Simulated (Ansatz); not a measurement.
The parent structure is KTaO3 in the cubic perovskite structure (space group Pm-3m, No. 221; a = 4.023 Å).

The values are results of PBE (Ansatz, a quantum-chemistry and plane-wave program), scalar-relativistic without spin-orbit coupling, earlier PAW set, not measurements.

Before the change:

Volume per atom: 13.02 Å³

One thing is altered: a hydrostatic pressure of 30 GPa.

Q: Predict the new volume per atom.

A: The volume per atom decreases by 1.487 Å³ to 11.54 Å³.

Load acts through the strain it causes; cell and atoms are relaxed under it. No phonon test of stability was made. No other phases were tried under pressure.
